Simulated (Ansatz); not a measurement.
A constructed model of the (111) surface of fcc Pd, a pseudomorphic layer of Cr in the other hollow (bottom of the slab: a bare face, its two planes held)

These are PBE (plane waves to 420 eV, PAW; Ansatz, a quantum-chemistry and plane-wave program) values and carry that method's errors.

Model: 7-atom slab, 13.8 Å thick at the start, 15x15x1 mesh, Fermi-Dirac 0.1 eV, dipole correction, 2 atoms held, the rest relaxed; symmetry of the start imposed; spin-polarised, ending with about 3.3 μB a cell; orders that need a larger cell were not tried, no spin-orbit, no U. In PBE it lies 0.02 eV a 1x1 cell over the lowest computed structure of the same composition (a pseudomorphic layer of Cr in the host's stacking).

The work function of the top face is 4.32 eV, the energy released by relaxation is 0.17 eV and the magnetic moment of the cell is 3.27 μB. The cost comes out as very roughly 4 core-minutes.
